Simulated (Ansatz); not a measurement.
Response to strain in WC

Consider WC (space group P-6m2, No. 187; a = 2.899 Å, c = 2.827 Å; relaxed with 0.1 eV smearing). Axes: x lies along a and z along c of the hexagonal cell.

Strains are applied to the cell and any free atomic positions relax; under biaxial strain the out-of-plane vector relaxes too.

The values are results of PBEsol, PAW, 420 eV (Ansatz, a first-principles code; no spin-orbit coupling), not measurements.

Notes on the quantities. in-plane stress: mean in-plane stress (compression positive).

```json
[
 {"variant": "base", "shortest interatomic distance": "2.191 Å", "out-of-plane strain": "–", "in-plane stress": "–"},
 {"variant": "biaxial strain −3.00 %, plane normal [001], relaxed out of plane", "shortest interatomic distance": "2.164 Å", "out-of-plane strain": "+1.23 %", "in-plane stress": "+30.9 GPa"},
 {"variant": "biaxial strain −2.00 %, plane normal [001], relaxed out of plane", "shortest interatomic distance": "2.173 Å", "out-of-plane strain": "+0.79 %", "in-plane stress": "+19.8 GPa"},
 {"variant": "biaxial strain −1.50 %, plane normal [001], relaxed out of plane", "shortest interatomic distance": "2.177 Å", "out-of-plane strain": "+0.59 %", "in-plane stress": "+14.5 GPa"},
 {"variant": "biaxial strain −1.00 %, plane normal [001], relaxed out of plane", "shortest interatomic distance": "2.182 Å", "out-of-plane strain": "+0.39 %", "in-plane stress": "+9.5 GPa"},
 {"variant": "biaxial strain −0.50 %, plane normal [001], relaxed out of plane", "shortest interatomic distance": "2.186 Å", "out-of-plane strain": "+0.19 %", "in-plane stress": "+4.6 GPa"},
 {"variant": "biaxial strain +1.00 %, plane normal [001], relaxed out of plane", "shortest interatomic distance": "2.200 Å", "out-of-plane strain": "-0.37 %", "in-plane stress": "-8.7 GPa"},
 {"variant": "biaxial strain +1.50 %, plane normal [001], relaxed out of plane", "shortest interatomic distance": "2.205 Å", "out-of-plane strain": "-0.55 %", "in-plane stress": "-12.8 GPa"},
 {"variant": "biaxial strain +2.50 %, plane normal [001], relaxed out of plane", "shortest interatomic distance": "2.215 Å", "out-of-plane strain": "-0.89 %", "in-plane stress": "-20.4 GPa"},
 {"variant": "biaxial strain +3.00 %, plane normal [001], relaxed out of plane", "shortest interatomic distance": "[?]", "out-of-plane strain": "[?]", "in-plane stress": "[?]"}
]
```

**Question.** Complete the table.

**Answer.** 
- biaxial strain +3.00 %, plane normal [001], relaxed out of plane, shortest interatomic distance: 2.220 Å
- biaxial strain +3.00 %, plane normal [001], relaxed out of plane, out-of-plane strain: -1.05 %
- biaxial strain +3.00 %, plane normal [001], relaxed out of plane, in-plane stress: -23.9 GPa

No phonon test of stability was made. All final runs are without spin polarisation.
